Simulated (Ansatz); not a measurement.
Density of states of In (I4/mmm) near the Fermi level, Ansatz (an electronic-structure program) with PBEsol, rigid bands.

```
E − E_F (eV) | states/eV/cell
    -1.95 | ###################### 0.37
    -1.85 | ##################### 0.37
    -1.75 | ##################### 0.37
    -1.65 | ##################### 0.37
    -1.55 | ###################### 0.38
    -1.45 | ####################### 0.39
    -1.35 | ######################## 0.41
    -1.25 | ######################### 0.43
    -1.15 | ########################## 0.44
    -1.05 | ########################### 0.47
    -0.95 | ############################# 0.50
    -0.85 | ############################# 0.49
    -0.75 | ############################# 0.49
    -0.65 | ############################ 0.49
    -0.55 | ############################ 0.48
    -0.45 | ########################### 0.47
    -0.35 | ########################### 0.46
    -0.25 | ########################## 0.44
    -0.15 | ######################### 0.43
    -0.05 | ######################## 0.41
     0.05 | ######################## 0.41
     0.15 | ######################### 0.43
     0.25 | ############################ 0.48
     0.35 | ############################ 0.48
     0.45 | ############################ 0.48
     0.55 | ############################ 0.48
     0.65 | ############################ 0.48
     0.75 | ############################ 0.49
     0.85 | ############################ 0.49
     0.95 | ############################ 0.49
     1.05 | ############################ 0.48
     1.15 | ############################ 0.48
     1.25 | ############################ 0.48
     1.35 | ############################ 0.49
     1.45 | ############################# 0.49
     1.55 | ############################# 0.50
     1.65 | ############################# 0.50
     1.75 | ############################# 0.50
     1.85 | ############################## 0.51
     1.95 | ############################## 0.52
```

### Question
With 1 atom a cell, what bare Sommerfeld coefficient γ = (π²/3) k_B² N(E_F) follows?

### Answer
N(E_F) ≈ 0.41 states/eV a cell at 300 K, so γ ≈ 0.97 mJ/(mol of atoms·K²), before electron-phonon enhancement.

### Question
How far does the Fermi level move in a rigid band for 0.1 electron a cell added or removed?

### Answer
232 meV and -236 meV.

A metal at this level (no band gap); rigid bands, thermally averaged at 300 K, both spins. Spin-orbit coupling is left out. Geometry: cell and atoms relaxed with PBEsol.
